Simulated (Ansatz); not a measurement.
The starting structures come from a database of crystals and need not be the phases stable at ambient conditions.

The decay constant κ of evanescent states in the gap governs leakage through a thin film.

Here is the system:

```xyz
18
Lattice="6.4955 0.0000 0.0000 0.0000 8.9741 0.0000 3.2478 0.0000 3.2478" Properties=species:S:1:pos:R:3 pbc="T T T"
Li     0.0000     3.0194     0.0000
Li     0.0000     5.9547     0.0000
Li     3.2478     7.5065     0.0000
Li     3.2478     1.4676     0.0000
Pd     3.2478     4.4871     0.0000
Pd     0.0000     0.0000     0.0000
F      4.5113     5.9363     0.0000
F      1.9842     3.0378     0.0000
F      3.2478     1.4492     1.9842
F      6.4955     7.5249     1.2636
F      1.9842     5.9363     0.0000
F      4.5113     3.0378     0.0000
F      6.4955     1.4492     1.2636
F      3.2478     7.5249     1.9842
F      1.9200     0.0000     0.0000
F      4.5755     0.0000     0.0000
F      6.4955     4.4871     1.3278
F      3.2478     4.4871     1.9200
```

The cell is taken as given.

Transport runs along the normal of the first two printed cell vectors, the (110) plane of the conventional cell.

No gap correction and no spin-orbit coupling; mid-gap is the computed energy nearest the middle.

State the band gap and the smallest decay constant κ at mid-gap according to Ansatz (a first-principles code) with r2SCAN.

Gap 2.46 eV on a 10×4×10 mesh; κ = 0.353 1/Å, at the zone centre.
